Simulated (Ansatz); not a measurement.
The reference is BaHfO₃ in the cubic perovskite structure (space group Pm-3m, No. 221).

```xyz
5
Lattice="4.1575 0.0000 0.0000 0.0000 4.1575 0.0000 0.0000 0.0000 4.1575" Properties=species:S:1:pos:R:3 pbc="T T T"
Ba     0.0000     0.0000     0.0000
Hf     2.0788     2.0788     2.0788
O      2.0788     0.0000     2.0788
O      0.0000     2.0788     2.0788
O      2.0788     2.0788     0.0000
```

Cartesian axes are those of the cell as printed.

Computed with PBEsol (Ansatz, a program for electronic structure; PAW; 420 eV plane waves; no SOC).

Perturbation: the cell is stretched by 1.20 % along z with no lateral relaxation, atoms relaxed at fixed cell.

Task: Predict the stress tensor and what it implies for the stiffness.

Result: Stress of the strained cell less that of the base (GPa, compression positive):
```
  -0.96    0.00    0.00
   0.00   -0.96    0.00
   0.00    0.00   -3.85
```

Then −Δσ_ii/ε with ε = 0.0120 gives relaxed-ion elastic constants: C33 ≈ 321 GPa, C13 ≈ 80 GPa and C23 ≈ 80 GPa.

Whether these cells are dynamically stable was not tested.
